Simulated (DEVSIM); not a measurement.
System: abrupt Ge p-n junction, at 300 K.

| layer (left to right) | material | thickness (μm) | Nd (cm⁻³) | Na (cm⁻³) | τn (s) | τp (s) |
|---|---|---|---|---|---|---|
| 1 | Ge | 24.0 | - | 2.5e16 | 0.00096 | 0.00096 |
| 2 | Ge | 0.940 | 6.8e16 | - | 0.00096 | 0.00096 |

Left contact: ohmic. Right contact: ohmic. Voltage is applied to the left contact. Recombination: SRH at mid-gap, radiative. Mobility is μmin + (μ − μmin)/(1 + (N/Nref)^α).

This is a model device: material constants are rounded textbook-type values typed into the input, and sizes, dopings and lifetimes were drawn at random. Values at 300 K; Nc and Nv go as T^1.5, mobilities as T to minus their exponent, the gap by Varshni's rule with the affinity fixed.

```
parameter               Ge
----------------  --------
gap (eV)             0.664
affinity (eV)            4
permittivity            16
Nc (cm⁻³)          1.04e19
Nv (cm⁻³)             6e18
μn (cm²/Vs)           3900
μp (cm²/Vs)           1900
μn,min                 150
μp,min                 100
Nref,n              2.6e17
Nref,p                4e17
αn                    0.56
αp                     0.6
T exponent of μn      1.66
T exponent of μp      2.33
B (cm³/s)          6.4e-14
Varshni α (eV/K)  0.000477
Varshni β (K)          235
```

Model (solved in DEVSIM): 1D drift-diffusion, Boltzmann statistics, complete ionisation; no tunnelling, impact ionisation, image-force lowering or self-heating.

The temperature was swept, all else fixed.

| temperature (K) | potential step across the device at zero bias (V) | largest field in the device at zero bias (V/cm) |
|---|---|---|
| 250 | 0.468 | 42000 |
| 300 | 0.392 | 38000 |
| 350 | 0.313 | 33000 |
| 400 | 0.232 | ___ |
| 450 | 0.151 | 21000 |
| 500 | 0.082 | 15000 |

Problem. Complete the blanks.

Solution. 
- 400, largest field in the device at zero bias (V/cm): 27000
